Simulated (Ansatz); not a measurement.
Consider the following.

```yaml
crystal:
  lattice:
    - [0.00000, 2.82948, 2.84362]
    - [2.82948, 0.00000, 2.84362]
    - [2.82948, 2.82948, 0.00000]
  atoms:
    - { symbol: Ga, position: [0.00000, 0.00000, 0.00000] }
    - { symbol: As, position: [0.25000, 0.25000, 0.25000] }
```

No spin polarisation.

Method: Ansatz (an electronic-structure program), PBEsol, PAW, cutoff 420 eV, scalar-relativistic without spin-orbit coupling. Settings: 10×10×10 k-points, 0.05 eV Fermi–Dirac smearing.

Predict the band gap and pressure.


- Band gap: 0.37 eV
- Pressure (mean of the normal stresses, compression positive): -3.4 kbar

The cells carry an imposed strain or load. Stability against distortions was not tested. The cell was made from GaAs in the zinc blende structure (space group F-43m, No. 216) by this change: uniaxial strain ε_zz = +0.50 %.
